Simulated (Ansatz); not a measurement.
Here is the system:

End structure of a constructed model of the (111) surface of fcc Pd, (√3x√3)R30° surface alloy, Ag on one Pd site of the top plane (bottom of the slab: a bare face, its two planes held):

```yaml
crystal:
  lattice:
    - [4.18292, 2.41501, 0.00000]
    - [-4.18292, 2.41501, 0.00000]
    - [0.00000, 0.00000, 27.50000]
  atoms:
    - { symbol: Pd, position: [0.00000, 0.66667, 0.29279] }
    - { symbol: Pd, position: [0.33333, 0.33333, 0.29279] }
    - { symbol: Pd, position: [0.66667, 0.00000, 0.29279] }
    - { symbol: Pd, position: [0.00000, 0.33333, 0.37559] }
    - { symbol: Pd, position: [0.33333, 0.00000, 0.37559] }
    - { symbol: Pd, position: [0.66667, 0.66667, 0.37559] }
    - { symbol: Pd, position: [0.00000, 0.00000, 0.45812] }
    - { symbol: Pd, position: [0.33333, 0.66667, 0.45814] }
    - { symbol: Pd, position: [0.66667, 0.33333, 0.45814] }
    - { symbol: Pd, position: [0.00000, 0.66695, 0.54097] }
    - { symbol: Pd, position: [0.33305, 0.33305, 0.54097] }
    - { symbol: Pd, position: [0.66695, 0.00000, 0.54097] }
    - { symbol: Pd, position: [0.00000, 0.33134, 0.62384] }
    - { symbol: Pd, position: [0.33134, 0.00000, 0.62384] }
    - { symbol: Pd, position: [0.66866, 0.66866, 0.62384] }
    - { symbol: Ag, position: [0.00000, 0.00000, 0.71262] }
    - { symbol: Pd, position: [0.33333, 0.66667, 0.70594] }
    - { symbol: Pd, position: [0.66667, 0.33333, 0.70594] }
```

Set-up: 18 atoms, 11.4 Å thick at the start; mesh 9x9x1; 0.1 eV smearing; dipole correction on; 6 atoms held, the rest relaxed; held to the start's symmetry, so lower structures may exist; no spin, no spin-orbit, no U. It is one candidate, not shown to be the stable structure of the face.

Q: What is the computed work function of the top face (PBE in Ansatz, a program for electronic structure)?

A: 5.03 eV
